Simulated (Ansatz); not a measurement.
BaF₂ (Fm-3m), PBEsol, rigid bands in Ansatz (a program for electronic structure): N_c = 8.60e18 cm⁻³ at 300 K and an electron conductivity mass of 0.491 mₑ.

Task: For 1e17 electrons per cm³ at 300 K, place the Fermi level, estimate the Seebeck coefficient of a parabolic band with constant τ, and give mobility and conductivity for τ = 20 fs.

Result: The level lies k_BT ln(N_c/n) = 0.115 eV below the conduction-band minimum. S ≈ −(k_B/e)[ln(N_c/n) + 5/2] = -599 μV/K, against -598 μV/K from the full bands (mean over directions). μ = eτ/m = 71.6 cm²/(V·s) and σ = neμ = 1.15 S/cm. τ is assumed, not computed.

Band transport and this doping are assumed; polarons and phonon drag are left out. Spin-orbit coupling is left out.
